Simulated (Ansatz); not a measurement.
Consider Mg$_{2}$Sn (space group Fm-3m, No. 225; a = 6.664 Å; relaxed with 0.1 eV smearing). Axes: x, y, z lie along the cube axes.

Level of theory: Ansatz (a program for electronic structure), LDA, PAW, cutoff 420 eV, no spin-orbit coupling.

The change: biaxial strain +2.50 %, plane normal [111], relaxed out of plane (Cartesian); in-plane vectors clamped, the third vector and the atoms free.

**Question.** How does this affect the in-plane stress?

**Answer.** The mean in-plane stress (compression positive) is -2.3 GPa.

**Question.** Estimate the effect on the ratio −ε⊥/ε∥.

**Answer.** The ratio −ε⊥/ε∥ is 0.51.

**Question.** What does the calculation give for the energy relative to the base after the change?

**Answer.** The energy grows by 9.2 meV/atom.

No phonon test of stability was made.
